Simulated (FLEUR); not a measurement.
FLEUR run on La (P6_3/mmc, 2 atoms in the cell): self-consistent single point.

Method: PBE, all-electron FLAPW (FLEUR), scalar-relativistic valence.

```
La
1.0
    3.77073     0.00000     0.00000
   -1.88536     3.26555     0.00000
    0.00000     0.00000     6.12214
La
2
Direct
  0.33333   0.66667   0.25000
  0.66667   0.33333   0.75000
```

Reference input (self-consistent single point, DFT, PBE, all-electron FLAPW (FLEUR), scalar-relativistic valence): Kmax = 3.8 1/bohr; GmaxXC = 15.2 1/bohr; xcFunctional = pbe; jspins = 1; l_soc = F; mode = hist; fermiSmearingEnergy = 0.00367493 Htr; mesh (inpgen div1-3) = 7 7 4; inpgen gamma flag = true; Gmax = 15.2 1/bohr; numbands = 0; maxIterBroyd = 25. This run's input differs from it in these lines:

```diff
@@ -23,3 +23,3 @@
    <calculationSetup>
-      <cutoffs Kmax="3.8" Gmax="15.2" GmaxXC="15.2" numbands="0"/>
+      <cutoffs Kmax="2.8" Gmax="11.2" GmaxXC="11.2" numbands="0"/>
       <scfLoop itmax="100" minDistance="0.00001" maxIterBroyd="25" imix="Anderson" alpha="0.05" precondParam="0.0" spinf="2.0"/>
```

Output (repeated stretches shortened):

```
 Iteration:     1   Distance:       3.38883049 me/bohr^3
 Iteration:     2   Distance:       3.21099651 me/bohr^3
 Iteration:     3   Distance:       0.43632319 me/bohr^3
 Iteration:     4   Distance:       0.19668188 me/bohr^3
 Iteration:     5   Distance:       0.16049352 me/bohr^3
   [... 3 lines left out ...]
 Iteration:     9   Distance:       0.00038929 me/bohr^3
 Iteration:    10   Distance:       0.00047859 me/bohr^3
 Iteration:    11   Distance:       0.00008300 me/bohr^3
 Iteration:    12   Distance:       0.00000397 me/bohr^3
 Run finished successfully
 Stop message:
   Structural relaxation: Done

[file out, last iteration]
             iter=     13
[...]
          total density-effective poten   -2.8671998793E+04
          total charge density-energy d   -4.0827686296E+02
 Updated energy parameters for spin:           1
[...]
 fermi energy and band-weighting factors:
    0.394007    0.398512

[...]
FERMIE:
          first approx. to ef    (T=0)  :   0.331604 htr   (energy of the highest occ. eigenvalue)
          number of occ. states  (T=0)  :        262
          first approx. to seigv (T=0)  :  -4.969078 htr
          sum of weights of occ. states :  11.010204
          sum of semicore charge        :   0.000000 e
FERHIS:  Fermi-Energy by histogram:
          bandgap                     :   0.000000 htr
   [... lines left out ...]
          charge neutrality (T=0)     :   0.020408    (zero if the highest occ. eigenvalue is "entirely" occupied)
     EF_NEWTON:  Adjust Fermi-Energy by Newton-Method.
 Direct bandgap for spin            1 :    4.6903184059812197E-003  Htr
   [... lines left out ...]
 ---->    (input%tkb*entropy) TS=              0.0053517277 htr
 ---->    free energy=                    -16995.3167719045 htr
      extrapolation for T->0
 ---->    total electron energy=          -16995.3140960406 htr
 ***** TOTAL FORCES ON ATOMS *****
 TOTAL FORCE FOR ATOM TYPE=  1  X=  3.563   Y= -2.057   Z=  2.892
                       FX_TOT= 0.000000 FY_TOT= 0.000000 FZ_TOT= 0.000000
 Structural relaxation: Done
```

The run converged in 12 iterations. FLEUR gives forces in its relaxation mode, with a further iteration, so its stop message speaks of a relaxation. Against the reference run the free energy goes up by 124 meV/atom.

The starting cell was generated: these elements placed on a structure prototype, without a prior relaxation; it need not be a known phase or ordering of this composition. Its lattice was rescaled by a random factor within 2.5 % of one. Values depend on the basis (sphere radii, cutoffs, local orbitals), which need not be converged. The log's line on a gap gives a spacing of levels on this mesh, which the program prints for metals too.
